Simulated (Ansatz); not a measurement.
The reference is ZnO (space group Pm-3n, No. 223; a = 5.657 Å; a hypothetical phase, not in the database extracts checked). Axes: x, y, z lie along the cube axes.

The values are results of PBE (Ansatz, a program for electronic structure), spin-orbit coupling left out, not measurements.

The change: tensor shear ε_yz = −1.81 % (engineering shear γ = -0.0362); the atoms relax in the strained cell.

**Question.** Predict the stress tensor and what it implies for the stiffness.

**Answer.** Stress of the strained cell less that of the base (GPa, compression positive):
```
   0.00    0.00    0.00
   0.00   -0.08    0.68
   0.00    0.68   -0.08
```

Then −Δσ/γ with γ = 2ε = -0.0362 gives secant stiffness values (nonlinear terms included at this strain): C44 ≈ 19 GPa.

Whether these cells are dynamically stable was not tested.
